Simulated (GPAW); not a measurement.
Input and output of a self-consistent single point for Rb₃Sr (I4/mmm, 4 atoms in the cell) (GPAW).

Method of the run: PBEsol, GPAW PAW datasets PBEsol (made by gpaw-setup) (plane waves; GPAW).

The change in words: lattice scaled by 0.98. Reference geometry:
```
Rb3Sr
1.0
   -3.41177     3.41177     6.93246
    3.41177    -3.41177     6.93246
    3.41177     3.41177    -6.93246
Rb Sr
3 1
Direct
  0.75000   0.25000   0.50000
  0.25000   0.75000   0.50000
  0.50000   0.50000   0.00000
  0.00000   0.00000   0.00000
```

Reference input (self-consistent single point, DFT PBEsol, plane waves, GPAW PAW datasets PBEsol (made by gpaw-setup)): mode = pw; ecut = 550 eV; xc = PBEsol; kpts = 5 5 5; mesh shift (steps) = 0 0 0; occupations.name = fermi-dirac; occupations.width = 0.136 eV; nbands = -12; convergence.density = 1e-05 e/electron; symmetry.symmorphic = false; symmetry.tolerance = 0.0005; maxiter = 100. This run's input differs from it in these lines:

```diff
@@ -5,8 +5,8 @@
 atoms = Atoms(['Rb', 'Rb', 'Rb', 'Sr'],
-              cell=[[-3.411770, 3.411770, 6.932460],
-                    [3.411770, -3.411770, 6.932460],
-                    [3.411770, 3.411770, -6.932460]],
-              positions=[[0.000000, 3.411770, 3.466230],
-                         [3.411770, 0.000000, 3.466230],
-                         [0.000000, 0.000000, 6.932460],
+              cell=[[-3.343535, 3.343535, 6.793811],
+                    [3.343535, -3.343535, 6.793811],
+                    [3.343535, 3.343535, -6.793811]],
+              positions=[[-0.000000, 3.343535, 3.396905],
+                         [3.343535, 0.000000, 3.396905],
+                         [0.000000, 0.000000, 6.793811],
                          [0.000000, 0.000000, 0.000000]],
```

Output, abridged:

```
     iter     time        total  log10-change:
                         energy   eigst   dens
iter:   1 --:--:--    -4.772650
iter:   2 --:--:--    -4.748954   -1.79  -1.37
iter:   3 --:--:--    -4.323966   -1.95  -1.41
iter:   4 --:--:--    -4.325756   -2.82  -1.80
iter:   5 --:--:--    -4.331319c  -3.42  -1.92
iter:   6 --:--:--    -4.329956c  -3.99  -2.34
iter:   7 --:--:--    -4.329836c  -5.20  -2.97
iter:   8 --:--:--    -4.329940c  -5.57  -3.03
iter:   9 --:--:--    -4.329849c  -5.55  -3.41
iter:  10 --:--:--    -4.329819c  -6.71  -3.39
iter:  11 --:--:--    -4.329822c  -7.05  -3.87
iter:  12 --:--:--    -4.329826c  -8.36c -4.16
iter:  13 --:--:--    -4.329828c  -8.94c -4.22
iter:  14 --:--:--    -4.329832c  -9.13c -4.26
iter:  15 --:--:--    -4.329835c  -9.09c -4.34
iter:  16 --:--:--    -4.329836c  -9.68c -4.44
iter:  17 --:--:--    -4.329835c  -8.68c -4.48
iter:  18 --:--:--    -4.329835c  -9.83c -4.90
iter:  19 --:--:--    -4.329836c  -9.79c -4.96
iter:  20 --:--:--    -4.329836c -10.46c -5.19c
Converged after 20 iterations.

Dipole moment: (0.000000, -0.000000, -0.000008) |e|*Ang

Energy contributions relative to reference atoms: (reference = -329603.380804)

Kinetic:         +1.635846
Potential:       +0.342294
External:        +0.000000
XC:              -6.030101
Entropy (-ST):   -0.250723
Local:           -0.152514
SIC:             +0.000000
--------------------------
Free energy:     -4.455198
Extrapolated:    -4.329836

Showing only first 2 kpts
 Kpt  Band  Eigenvalues  Occupancy
  0    16     -0.74372    2.00000
  0    17      1.98692    0.33083
  0    18      2.39357    0.01974
  0    19      2.60490    0.00421

  1    16     -0.41285    2.00000
  1    17      2.13644    0.12385
  1    18      2.27867    0.04534
  1    19      2.27873    0.04532

Fermi level: 1.76681

No gap
No difference between direct/indirect transitions
Energy (eV): -4.329836

Forces in eV/Ang:
  0 Rb   -0.00000   -0.00000    0.00000
  1 Rb   -0.00000   -0.00000    0.00000
  2 Rb    0.00000    0.00000   -0.00000
  3 Sr    0.00000    0.00000   -0.00000

Stress tensor:
     0.000210    -0.000000    -0.000000
    -0.000000     0.000210    -0.000000
    -0.000000    -0.000000     0.000201
Stress (GPa, Voigt): [ 0.0336  0.0336  0.0322 -0.     -0.     -0.    ]
```

The run converged in 20 iterations. GPAW prints stress with tension positive. Against the reference run the free energy drops by 4.2 meV/atom and the pressure goes from -0.26 to -0.03 GPa.

The starting cell comes from a database of computed structures (which also holds hypothetical and non-ambient phases and stackings), without a prior relaxation at this level. For this run, on top of that: lattice scaled by 0.98.

Cost on one core of a shared machine: roughly 90 s.
